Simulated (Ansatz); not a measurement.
## Short convergence ladders for TlIO₃ (R3m, 5 atoms in the cell)

```xyz
5
Lattice="3.1602 1.8246 2.6634 -3.1602 1.8246 2.6634 0.0000 -3.6491 2.6634" Properties=species:S:1:pos:R:3 pbc="T T T"
Tl     0.0000     0.0000     0.1199
I      0.0000     0.0000     4.0100
O      1.3949     0.8053     4.8662
O     -1.3949     0.8053     4.8662
O      0.0000    -1.6107     4.8662
```

Base method: PBEsol, default PAW files made with PBE (plane waves; Ansatz, an electronic-structure program).

Base settings: basis.ecutwfc = 420 eV; kpoints.mp_grid.grid = 6 6 6; hamiltonian.xc = pbesol; hamiltonian.pseudopotentials = {kind: paw} (the program's default PAW files); scf.occupations.method = fermi_dirac; scf.occupations.width = 0.02 eV.

The count of work is k-points × plane waves × bands × iterations; it is no time. Core times come from one kind of shared machine, to one figure; runs under 30 s give none.

**The cutoff for other potential files**

Level: DFT, PBEsol, plane waves, harder PAW files (source: ansatz) made with PBE.

In this ladder: hamiltonian.pseudopotentials = {kind: paw, source: ansatz}.

The second cell is the first with its lattice scaled by 0.98.

The mesh stays at the base's, so the ladder's end is converged at best in this setting alone.

The first pressure column holds Ansatz's estimate of the finite-basis (Pulay) stress, which hides part of the cutoff error; the other is without it.

Only quantities that move along the ladder and can be compared are tabulated.

| basis.ecutwfc | free energy less the last step's (meV/atom) | energy of the compressed cell less the first (meV/atom) | pressure (GPa) | pressure without the Pulay estimate (GPa) | largest difference of a force vector from the last step's (eV/Å) | count of work / last | core time / last (rough) |
|---|---|---|---|---|---|---|---|
| 420 eV | 1149.09 | 21.17 | 0.10 | -37.49 | 0.150 | 0.097 | – |
| 510 eV | 330.09 | 19.15 | 0.06 | -14.25 | 0.072 | 0.14 | – |
| 650 eV | 34.58 | 19.13 | -0.14 | -2.42 | 0.006 | 0.21 | – |
| 790 eV | 2.13 | 19.28 | -0.12 | -0.33 | 0.001 | 0.28 | 0.3 |
| 930 eV | 0.38 | 19.27 | -0.12 | -0.12 | 0.000 | 0.35 | 0.3 |
| 1115 eV | 0.25 | 19.27 | -0.12 | -0.12 | 0.000 | 0.46 | 0.4 |
| 1395 eV | 0.11 | 19.26 | -0.12 | -0.12 | 0.000 | 0.65 | 0.9 |
| 1860 eV | 0.00 | 19.26 | -0.12 | -0.12 | 0.000 | 1.0 | 1 |

Coarsest basis.ecutwfc that holds the pressure within 0.2 GPa of the last step, with all finer ones: 510 eV, at 0.14 of the last step's count of work; the step before is off by 0.22 GPa.

Coarsest basis.ecutwfc that holds the free energy within 5 meV/atom of the last step, with all finer ones: 790 eV, at 0.28 of the last step's count of work and about 0.3 of the last step's time; the step before is off by 35 meV/atom.

Coarsest basis.ecutwfc that holds the energy of the compressed cell less the first within 0.2 meV/atom of the last step, with all finer ones: 510 eV, at 0.14 of the last step's count of work; the step before is off by 1.9 meV/atom.

The energy difference between the two cells stays within 1 meV/atom of the last step's from 510 eV on, the total only from 930 eV on: much of the error is common to both cells and cancels.

At the lowest cutoff the pressure without the Pulay estimate lies 37.4 GPa under the last step's, the usual sign of Pulay stress in an incomplete plane-wave basis.

**The density cutoff**

The mesh stays at the base's, so the ladder's end is converged at best in this setting alone.

Only quantities that move along the ladder and can be compared are tabulated.

| basis.ecutrho_ratio | free energy less the last step's (meV/atom) | pressure (GPa) |
|---|---|---|
| 2 | -3.51 | 0.30 |
| 3 | 0.08 | -0.09 |
| 4 | 0.00 | -0.08 |
| 5 | 0.00 | -0.08 |
| 6 | 0.00 | -0.08 |
| 8 | 0.00 | -0.08 |
| 10 | 0.00 | -0.08 |
| 12 | 0.00 | -0.08 |
| 16 | 0.00 | -0.08 |

Coarsest basis.ecutrho_ratio that holds the free energy within 1 meV/atom of the last step, with all finer ones: 3; the step before is off by 3.5 meV/atom.

Coarsest basis.ecutrho_ratio that holds the pressure within 0.2 GPa of the last step, with all finer ones: 3; the step before is off by 0.38 GPa.

On the base run: the starting cell comes from a database of computed structures (which also holds hypothetical and non-ambient phases and stackings), without a prior relaxation at this level. Its lattice was rescaled by up to half a per cent. One atom was moved a little off its site on purpose.

Keys are those of Ansatz 0.2.
